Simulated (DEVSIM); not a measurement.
abrupt Si n-p junction

System: abrupt Si n-p junction, at 300 K.

```
layer (left to right)  material  thickness (μm)  Nd (cm⁻³)  Na (cm⁻³)   τn (s)   τp (s)
---------------------  --------  --------------  ---------  ---------  -------  -------
1                            Si            1.00     2.7e16          -  0.00083  0.00083
2                            Si           0.400          -     1.1e17  0.00083  0.00083
```

Left contact: ohmic. Right contact: ohmic. Voltage is applied to the left contact. Recombination: SRH at mid-gap, radiative. Mobility is constant in doping.

Constants are typed, rounded textbook-type inputs, not results; the design itself was drawn at random and stands for no fabricated device. Values at 300 K.

```
parameter           Si
-------------  -------
gap (eV)         1.124
affinity (eV)     4.05
permittivity      11.7
Nc (cm⁻³)      2.86e19
Nv (cm⁻³)       3.1e19
μn (cm²/Vs)       1417
μp (cm²/Vs)        470
B (cm³/s)      4.7e-15
```

Model (solved in DEVSIM): 1D drift-diffusion, Boltzmann statistics, complete ionisation; no tunnelling, impact ionisation, image-force lowering or self-heating.

Potential step across the device at zero bias: 0.798 V
Largest field in the device at zero bias: 71000 V/cm
Dark forward voltage at 1 A/cm²: 0.571 V
Dark forward voltage at 100 A/cm²: 0.692 V

Dark reverse current:

```tsv
V (V)	J (A/cm²)
0.40	2.9e-10
1.00	3.1e-10
2.00	3.4e-10
3.00	3.7e-10
4.00	3.9e-10
6.00	4.4e-10
8.00	5.0e-10
```

Dark forward current:

(V (V), J (A/cm²)): (-0.05, -1.6e-9); (-0.10, -1.3e-8); (-0.15, -8.9e-8); (-0.20, -6.1e-7); (-0.30, -2.9e-5); (-0.35, -0.00020); (-0.40, -0.0014); (-0.45, -0.0094); (-0.50, -0.065); (-0.55, -0.44); (-0.65, -21); (-0.70, -130); (-0.75, -710); (-0.80, -2600)
